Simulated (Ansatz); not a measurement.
An Ansatz (a program for electronic structure) run: Ge with a change (biaxial strain +2.08 %, plane normal [111], relaxed out of plane); Ansatz PBEsol, scalar-relativistic without spin-orbit coupling.

Input:

Ansatz 0.2 input:
```yaml
crystal:
  lattice:
    - [4.0971300769, 0, 0]
    - [2.0485650385, 3.5482187292, 0]
    - [2.0485650385, -1.1827395764, 3.2430462924]
  atoms:
    - { symbol: Ge, position: [0, 0, 0] }
    - { symbol: Ge, position: [0.5, 0.25, 0.75] }
basis: { ecutwfc: 420, ecutrho_ratio: 4, xc_grid: 2, fft_grid_basis: typed }
kpoints: { mp_grid: { grid: [14, 14, 14] } }
hamiltonian:
  xc: pbesol
  dispersion: none
  pseudopotentials: { kind: paw }
scf: { occupations: { method: fermi_dirac, width: 0.05 } }
relax: { f_tol: 0.005, max_steps: 50, cell: { stress_tol: 0.01, fix: [a, b, gamma] } }
output: { forces: true, stress: true }
checkpoint: { write: state.ck, write_every: 1000 }
```

Output (explanatory and most iteration lines left out):

```
Relaxation: its limit of steps is 50 (relax.max_steps)
Pseudopotential: Ge, paw, valence charge 14
Crystal: 2 atoms, lattice volume = 47.146 Å³
Basis set: ecut = 420 eV, 929 PW (Γ), exchange–correlation on 60×60×54 points (8 copies of the dense FFT grid, shifted against one another)
Bands: 18, of which v1, the nominal top of the filled ones, is band 14 counted from 1 (13 counted from 0)
Symmetry: 12 space group operations
Space group: R-3m (ITA 166), of the structure as read, at distance tolerance 3.6e-5 Å
k-points: 288 of 2744
Functional: x = pbesol(κ = 0.804, μ = 0.12345679012345678), c = pbesol(β = 0.046)
SCF iter   1: F=—  HF=-8506.972588 eV  |F-HF|=—  |Δ(HF+E_count)|=         —  Δρ=2.74e-3  dr2=4.59e-3  ethr=1.77e-3  ⟨swp⟩=6.0  Hψ=24811  notcnv=0
SCF iter   2: F=—  HF=-8506.971210 eV  |F-HF|=—  |Δ(HF+E_count)|=   1.38e-3  Δρ=1.93e-3  dr2=2.52e-3  ethr=1.64e-5  ⟨swp⟩=1.0  Hψ=7515  notcnv=0
SCF 1 converged in 8 iterations: F = -8506.971156 eV  dr2 = 5.13e-9
relax step   1: F+E_penalty+E_count = -8506.97115613 eV  Δ(F+E_penalty+E_count) = +0.000e0 eV  max|allowed force component| = 2.991e-1 eV/Å  Δτ_max = 0.0000 Å  P = -1.811 GPa  Ω = 47.146 Å³  fix = [a, b, gamma]  reactions: a -3.375, b -3.375 GPa  (8 SCF iters, dr2 threshold 1.00e-7 eV, accepted)
[... steps on the carried basis left out ...]
relax step   4: F+E_penalty+E_count = -8506.97539265 eV  Δ(F+E_penalty+E_count) = +2.468e-7 eV  max|allowed force component| = 6.622e-5 eV/Å  Δτ_max = 0.0000 Å  P = -2.015 GPa  Ω = 47.244 Å³  energy of the carried Pulay correction = -1.399e-5 eV  fix = [a, b, gamma]  reactions: a -3.022, b -3.022 GPa  (4 SCF iters, dr2 threshold 2.48e-9 eV, accepted)
Crystal: 2 atoms, lattice volume = 47.244 Å³
SCF iter   1: F=—  HF=-8506.975030 eV  |F-HF|=—  |Δ(HF+E_count)|=         —  Δρ=2.99e-4  dr2=9.01e-7  ethr=2.19e-7  ⟨swp⟩=2.5  Hψ=36070  notcnv=0
SCF iter   2: F=—  HF=-8506.975311 eV  |F-HF|=—  |Δ(HF+E_count)|=   2.82e-4  Δρ=1.51e-4  dr2=2.24e-7  ethr=3.22e-9  ⟨swp⟩=2.0  Hψ=6269  notcnv=0
SCF 5 converged in 8 iterations: F = -8506.975406 eV  dr2 = 3.87e-14
SCF converged after 8 iterations
Free energy (F): -8506.975406 eV
Internal energy: -8506.974805 eV  (E = F + TS)
E sigma→0 (E₀):  -8506.975105 eV
Entropy (-TS):   -0.000600 eV (-0.300 meV/atom)
Fermi energy:    7.887905 eV
--- Forces (eV/Å), atoms counted from 1 ---
  atom   1  Ge    -0.00000000    -0.00000000    -0.00004311
  atom   2  Ge     0.00000000     0.00000000     0.00004311
--- Stress (GPa, compression-positive) ---
       -3.022116      -0.000000       0.000000
       -0.000000      -3.022116      -0.000000
        0.000000      -0.000000      -0.000120
  P = ⅓ Tr σ = -2.0148 GPa (-20.148 kbar)
--- Relaxed structure (4 steps of the walk, 4 accepted, 1 SCFs on fresh bases) ---
  cell:  # Å, volume = 47.2442 Å³
    - [4.097130076897292, -2.8867523647973045e-11, -4.21119647850557e-11]
    - [2.048565038473646, 3.5482187291879117, -2.1055936255877733e-11]
    - [2.0485650384737157, -1.1827395764152155, 3.249812242881084]
  atoms:
    - { symbol: Ge, position: [0.002682899633754633, -0.0013414498168773166, -0.004024349450631948] }
    - { symbol: Ge, position: [0.4973171003662453, 0.25134144981687734, 0.7540243494506318] }
```

Stability against distortions was not tested. The cell was made from Ge in the diamond structure (space group Fd-3m, No. 227) by this change: biaxial strain +2.08 %, plane normal [111], relaxed out of plane.
